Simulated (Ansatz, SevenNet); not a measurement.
For Cs2SnI6 (model structure, started from the K2PtCl6 type, Fm-3m, No. 225, 9 atoms in the cell), the machine-learned potential SevenNet-0 (trained on PBE and PBE+U data) gives:

```
Property               Value
------------------  --------
lattice constant a  11.953 Å
bulk modulus B0     7.98 GPa
```

### Question
What does LDA (Ansatz, a first-principles code, PAW) give for the same quantities?

### Answer

- lattice constant a: 11.284 Å (decreases by 5.6 %)
- bulk modulus: 17.3 GPa (rises by 120 %)

Changes are worked out from the printed values.

Unless a cell is named, each level is at its own relaxed cell (SevenNet-0 47.44, LDA 39.91 Å³/atom).

Caveats: the bulk modulus is −V dP/dV from two relaxed cells at ±2 % in volume (LDA). Ansatz's density-functional and Hartree–Fock values are scalar-relativistic unless marked +SOC, with PAW data made under PBE.

A model structure was made by putting elements into a prototype or built by hand; here it ended with the formula and space group of a phase in our tables.
